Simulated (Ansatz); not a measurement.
The reference is Rb in the bcc (W type) structure (space group Im-3m, No. 229; a = 5.575 Å).

Calculations: PBEsol (Ansatz, a first-principles code, PAW, no spin-orbit coupling), earlier PAW set.

For the base:

- Volume per atom: 86.64 Å³
- Largest site moment: 0.00 μB

It is then changed as follows: Nd takes the place of Rb on all its sites; the structure is relaxed again.

Tabulated Pauling electronegativity and covalent radius: Rb 0.82, 2.20 Å; Nd 1.14, 2.01 Å.

Q: Estimate the effect on the volume per atom and largest site moment.

A: The volume per atom shrinks by 60.07 Å³ to 26.57 Å³; the largest site moment goes from zero to 3.64 μB.

The magnetic state is the one reached from the starting moments; the real material's order can differ, and small cells can't hold many antiferromagnetic ones. Open 4f shells without U are poorly described, and the f state was not checked. No phonon test of stability was made. For Nd in this form, whether it has been made was not checked. Spin-polarised in the final run: Nd; the other runs are not. This is not the structure that Nd has at room temperature and ambient pressure.
